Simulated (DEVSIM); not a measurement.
Device: W/HfO2/SiO2/n-Si capacitor, at 300 K.

```
layer (left to right)  material  thickness (nm)  Nd (cm⁻³)
---------------------  --------  --------------  ---------
1                          HfO2            1.70          -
2                          SiO2           0.940          -
3                            Si           10000     3.3e15
```

Metal gate on the left, work function 4.6 eV. Fixed charge at the semiconductor interface 3e11 cm⁻² (in units of +e); no interface traps.

The device is made up for the run: typed textbook-type constants, with dimensions and the other settings drawn at random. Values at 300 K.

```csv
parameter,HfO2,SiO2,Si
gap (eV),5.7,9,1.124
affinity (eV),2.5,0.9,4.05
permittivity,22,3.9,11.7
Nc (cm⁻³),-,-,2.86e19
Nv (cm⁻³),-,-,3.1e19
```

DEVSIM, 1D Poisson equation in equilibrium, Boltzmann statistics, complete ionisation; no quantum confinement or tunnelling. Metal contacts follow the ideal Schottky-Mott rule: no Fermi-level pinning, no interface dipoles.

Tabulate band edges, carrier densities and field at -0.2 V on the gate.

Energies count from the Fermi level of the right contact; mesh points crowd at the junctions.

```tsv
x (μm)	Ec (eV)	Ev (eV)	n (cm⁻³)	p (cm⁻³)	field (V/cm)
0.000	2.300	-3.400	< 1e2	< 1e2	-36000
0.0008468	2.297	-3.403	< 1e2	< 1e2	-36000
0.001695	2.294	-3.406	< 1e2	< 1e2	-110000
0.002258	3.882	-5.118	< 1e2	< 1e2	-200000
0.003765	0.722	-0.402	2.1e7	5.5e12	-22000
0.006812	0.716	-0.408	2.7e7	4.3e12	-22000
0.01435	0.699	-0.425	5.1e7	2.3e12	-21000
0.04223	0.642	-0.482	4.6e8	2.5e11	-20000
0.09657	0.543	-0.581	2.2e10	5.3e9	-17000
0.2234	0.368	-0.756	1.9e13	6300000	-11000
0.5371	0.238	-0.886	2.9e15	41000	-510
1.697	0.234	-0.890	3.3e15	35000	≈ 0
3.958	0.234	-0.890	3.3e15	35000	≈ 0
7.287	0.234	-0.890	3.3e15	35000	≈ 0
9.146	0.234	-0.890	3.3e15	35000	≈ 0
9.648	0.234	-0.890	3.3e15	35000	≈ 0
9.851	0.234	-0.890	3.3e15	35000	≈ 0
9.941	0.234	-0.890	3.3e15	35000	≈ 0
9.983	0.234	-0.890	3.3e15	35000	≈ 0
9.995	0.234	-0.890	3.3e15	35000	≈ 0
10.00	0.234	-0.890	3.3e15	35000	≈ 0
10.00	0.234	-0.890	3.3e15	35000	≈ 0
```
